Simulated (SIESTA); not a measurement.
**Short convergence ladders for HfSb4Mo (Cm, 6 atoms in the cell)**

```
CELL_PARAMETERS angstrom
      5.13331    -1.82428     0.00000
      5.13331     1.82428     0.00000
     -4.15957     0.00000     7.28913
ATOMIC_POSITIONS crystal
  Hf 0.15417 0.15417 0.19762
  Sb 0.85895 0.85895 0.47690
  Sb 0.15648 0.15648 0.54617
  Sb 0.39566 0.39566 0.09418
  Sb 0.59104 0.59104 0.88389
  Mo 0.84752 0.84752 0.80810
```

Base method: GGA PBEsol, numerical atomic orbitals DZP, PseudoDojo PBEsol standard norm-conserving potentials (rewritten from UPF to PSML) in SIESTA 5.4.2.

Base settings: XC.functional = GGA; XC.authors = PBEsol; potentials = PseudoDojo PBEsol standard; PAO.BasisSize = DZP; PAO.EnergyShift = 0.01 Ry; MeshCutoff = 300 Ry; kgrid.MonkhorstPack = 3 3 2; OccupationFunction = MP; OccupationMPOrder = 0; ElectronicTemperature = 0.136 eV.

Core times come from one kind of shared machine, to one figure; runs under 30 s give none.

**Shifted k-point meshes**

Only quantities that move along the ladder and can be compared are tabulated.

| kgrid.MonkhorstPack | free energy less the last step's (meV/atom) | pressure (GPa) | largest difference of a force vector from the last step's (eV/Å) | core time / last (rough) |
|---|---|---|---|---|
| 2 2 1 shifted by 0.5 0.5 0.5 | 23.60 | 0.53 | 0.689 | 0.4 |
| 3 3 2 shifted by 0.5 0.5 0.5 | -7.05 | -0.54 | 0.122 | 0.3 |
| 5 5 2 shifted by 0.5 0.5 0.5 | -1.03 | -0.49 | 0.044 | 0.3 |
| 6 6 3 shifted by 0.5 0.5 0.5 | -0.09 | -0.51 | 0.020 | 0.6 |
| 8 8 4 shifted by 0.5 0.5 0.5 | 0.12 | -0.52 | 0.009 | 0.6 |
| 14 14 7 shifted by 0.5 0.5 0.5 | 0.00 | -0.52 | 0.000 | 1 |

Coarsest kgrid.MonkhorstPack that holds the pressure within 0.2 GPa of the last step, with all finer ones: 3 3 2 shifted by 0.5 0.5 0.5, at about 0.3 of the last step's time; the step before is off by 1.1 GPa.

Coarsest kgrid.MonkhorstPack that holds the free energy within 5 meV/atom of the last step, with all finer ones: 5 5 2 shifted by 0.5 0.5 0.5, at about 0.3 of the last step's time; the step before is off by 7.0 meV/atom.

Coarsest kgrid.MonkhorstPack that holds the forces within 0.005 eV/Å: not settled: the last two steps still differ by 0.009 eV/Å, over half the tolerance, so the ladder does not show it.

**The SCF threshold**

In this ladder: SCF.DM.Tolerance = default; SCF.DM.Converge = false; SCF.H.Converge = false; SCF.FreeE.Converge = true.

The mesh stays at the base's, so the ladder's end is converged at best in this setting alone.

Only quantities that move along the ladder and can be compared are tabulated; the gap is left out on so coarse a mesh.

| SCF.FreeE.Tolerance | largest difference of a force vector from the last step's (eV/Å) | core time / last (rough) |
|---|---|---|
| 1.0E-01 eV | 0.027 | 0.2 |
| 1.0E-03 eV | 0.002 | 0.3 |
| 1.0E-05 eV | 0.000 | 0.2 |
| 1.0E-07 eV | 0.000 | 0.2 |
| 1.0E-10 eV | 0.000 | 0.5 |
| 1.0E-12 eV | 0.000 | 1 |

Coarsest SCF.FreeE.Tolerance that holds the forces within 0.005 eV/Å of the last step, with all finer ones: 1.0E-03 eV, at about 0.3 of the last step's time; the step before is off by 0.027 eV/Å.

On the base run: the starting cell comes from a database of computed structures (which also holds hypothetical and non-ambient phases and stackings), without a prior relaxation at this level. Its lattice was rescaled by up to half a per cent. One atom was moved a little off its site on purpose. Spin polarisation is off. Values carry the incompleteness of an atom-centred basis.
